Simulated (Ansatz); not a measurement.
**TaAs (model structure, started from the WC type, P-6m2, No. 187, 2 atoms in the cell)**

The numbers are results of r²SCAN in Ansatz (plane waves, PAW), not measurements.

Numerical settings: plane-wave cutoff 500 eV, 18×18×12 k mesh (along the axes of the cell as run), Fermi–Dirac smearing 0.05 eV, scalar-relativistic PAW data made under PBE.

Cell (relaxed at this level):

```cif
data_AsTa
_chemical_formula_sum 'Ta1 As1'
_space_group_name_H-M_alt 'P-6m2'
_space_group_IT_number 187
_space_group_name_Hall 'P -6 2'
_cell_length_a 3.40858
_cell_length_b 3.40858
_cell_length_c 3.44991
_cell_angle_alpha 90.000
_cell_angle_beta 90.000
_cell_angle_gamma 120.000
loop_
_atom_site_label
_atom_site_type_symbol
_atom_site_symmetry_multiplicity
_atom_site_Wyckoff_symbol
_atom_site_fract_x
_atom_site_fract_y
_atom_site_fract_z
_atom_site_occupancy
Ta1 Ta 1 a 0.00000 0.00000 0.00000 1
As1 As 1 f 0.66667 0.33333 0.50000 1
```

For TaAs (model structure, started from the WC type, P-6m2, No. 187, 2 atoms in the cell), the band gap comes out as zero (no gap).

Note: the relaxation could raise the start's symmetry but not lower it, so the cell can be a saddle point.

Spin–orbit coupling is not included.

Static lattice: no zero-point or thermal effects.

Computing time: very roughly 3 core-minutes.

A model structure was made by putting elements into a prototype or built by hand; it is no filed structure, need not be a known phase, and can be a saddle point held by its symmetry.

Ansatz is a quantum-chemistry and plane-wave program.
